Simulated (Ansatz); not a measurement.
The parent structure is Ru in the hcp (Mg type) structure (space group P6_3/mmc, No. 194; relaxed with 0.1 eV smearing).

```xyz
2
Lattice="2.7043 0.0000 0.0000 -1.3521 2.3420 0.0000 0.0000 0.0000 4.2629" Properties=species:S:1:pos:R:3 pbc="T T T"
Ru     1.3521     0.7807     3.1972
Ru     0.0000     1.5613     1.0657
```

Cartesian axes are those of the cell as printed.

Calculations: r2SCAN in Ansatz (plane waves to 500 eV, PAW, no SOC).

Base values:

```
Quantity                        Result
-----------------------------  -------
Shortest interatomic distance  2.642 Å
```

The change: a pure shear with ε_xz = ε_zx = 0.0029, atoms relaxed at fixed cell.

Question: What does the calculation give for the stress after the change?

Answer: The stress (xx, yy, zz, yz, xz, xy; compression positive) comes out as (0.0, 0.0, 0.0, 0.0, -1.1, 0.0) GPa.

Question: Estimate the effect on the shortest interatomic distance.

Answer: The shortest interatomic distance drops by 0.006 Å to 2.636 Å.

The cells carry an imposed strain or load. Stability against distortions was not tested. The final runs are not spin-polarised.

Ansatz is an electronic-structure program.
